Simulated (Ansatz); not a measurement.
# Computed paths: interstitial N in alpha quartz, charge state -1

Defect migration in alpha quartz: interstitial N, charge state -1. These are PBE, PAW (plane waves to 420 eV; Ansatz, a program for electronic structure) values and carry that method's errors.

72-site cell at the relaxed PBE lattice, the Γ point alone, smearing 0.01 eV, spin-restricted, no finite-size correction. Energies are static. The charge state is imposed; whether it is stable for some Fermi level was not computed. Sites that were not tried may lie lower.

Barriers: single points on a 2×2×2 k-point mesh shifted by half a step along c at the bands' geometries.

```tsv
Route	Start site over the lowest site run (eV)	Hop (Å)	Forward barrier (eV)	Backward barrier (eV)	Neighbours at the start	Neighbours at the saddle	Saddle order	Forward, on the band's own sampling (eV)
several atoms move together, N the farthest	0.00	1.94	1.68	1.58	O at 1.58; Si at 1.69, Si at 1.81 Å	O at 2.03, O at 2.15; Si at 1.66, Si at 2.20 Å	inconclusive	1.68
several atoms move together, N the farthest	0.00	1.94	1.68	1.58	O at 1.58; Si at 1.69, Si at 1.81 Å	O at 2.03, O at 2.15; Si at 1.66, Si at 2.20 Å	inconclusive	1.68
```

Paths come from climbing-image nudged elastic band runs.   A further band (several atoms move together, N the farthest, 2.44 Å) gave 1.68 eV forward on its own sampling, 1.68 eV above the lowest site run, but a shoulder points to a second hump between its images, so it is not taken as a result.

The whole set of runs took roughly 3 core-hours.
